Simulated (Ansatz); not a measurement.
Base system: B (space group I4_132, No. 214; a = 4.6330 Å; a hypothetical phase, not in the database extracts checked).

Now apply this change: every lattice vector is stretched by 0.21 %, atoms relaxed at fixed cell.

Levels (all Ansatz, an electronic-structure program, PAW): PBEsol (420 eV, without spin-orbit coupling); r2SCAN (500 eV, no SOC); HSE06 (420 eV, no spin-orbit coupling).

One geometry, relaxed with PBEsol, under each level:

```json
[
 {"level": "PBEsol", "band gap": "1.41 eV", "lowest conduction level above the VBM at special points": "Γ 1.44 eV; N 2.82 eV; P 3.36 eV; H 4.59 eV", "electron mass": "3.0 mₑ along k, 0.57 mₑ across (off the special points)", "pressure": "-0.68 GPa"},
 {"level": "r2SCAN", "band gap": "1.76 eV", "lowest conduction level above the VBM at special points": "Γ 1.80 eV; N 3.16 eV; P 3.82 eV; H 5.34 eV", "electron mass": "3.0 mₑ along k, 0.59 mₑ across (off the special points)", "pressure": "-0.24 GPa"},
 {"level": "HSE06", "band gap": "2.43 eV", "lowest conduction level above the VBM at special points": "Γ 2.48 eV; N 3.77 eV; P 4.53 eV", "electron mass": "–", "pressure": "–"}
]
```

Single points use the geometry relaxed with PBEsol. Their cutoffs differ, which shifts pressures a little. The hybrid gap comes from the SCF mesh plus the semilocal run's edge points and a few special points and is an upper bound. The cells carry an imposed strain or load. Effective masses come from finite differences of ±0.01 Å⁻¹. Along k means along the line from Γ to the band edge. Stability against distortions was not tested.
